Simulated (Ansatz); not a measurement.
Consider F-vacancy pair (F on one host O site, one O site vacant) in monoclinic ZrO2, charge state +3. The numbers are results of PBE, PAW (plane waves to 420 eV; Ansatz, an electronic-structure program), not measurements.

96-site cell at the relaxed PBE lattice, the Γ point alone, smearing 0.01 eV, spin-restricted, no finite-size correction. Static, classical nuclei. The charge state is imposed; whether it is stable for some Fermi level was not computed. Forms of the defect that were not tried may lie lower.

Barriers: single points on a 2×2×2 k-point mesh shifted by half a step at the bands' geometries.

A. a nearby O atom hops onto the vacant site (F-vacancy distance between ideal sites 2.60 → 4.05 Å); the atom moves 1.99 Å along (0.37, 0.09, 0.13) of the unit cell; the moving atom starts with neighbours O at 2.60; Zr at 2.06, Zr at 2.19, Zr at 2.36, Zr at 2.43 Å and ends with F at 2.65; 2 Zr at 2.07, Zr at 2.34 Å; saddle order not checked.
B. direct exchange of F with the vacancy (F-vacancy distance between ideal sites 2.60 Å throughout); the atom moves 2.23 Å along (-0.11, -0.30, 0.25) of the unit cell; the moving atom starts with neighbours O at 2.59, O at 2.66, O at 2.71; Zr at 2.16, Zr at 2.25, Zr at 2.39 Å and ends with O at 2.59, O at 2.66, O at 2.71; Zr at 2.16, Zr at 2.25, Zr at 2.39 Å; saddle order not checked, on a symmetry element.
C. direct exchange of F with the vacancy (F-vacancy distance between ideal sites 2.57 Å throughout); the atom moves 1.83 Å along (0.34, 0.07, 0.13) of the unit cell; the moving atom starts with neighbours O at 2.69, 2 O at 2.75; Zr at 2.18, Zr at 2.20, Zr at 2.50 Å and ends with O at 2.55, O at 2.59, O at 2.66, O at 2.75; Zr at 2.19, Zr at 2.26, Zr at 2.56, Zr at 2.59 Å; the start lies 0.72 eV above the lowest site run; saddle order not checked.

A band can be held on a symmetry element, so unchecked saddle points there may be too high.

### Question
Rank these by forward barrier (lowest first), as PBE, PAW gives it.

### Answer
C (0.051 eV), B (0.48 eV), A (0.90 eV)
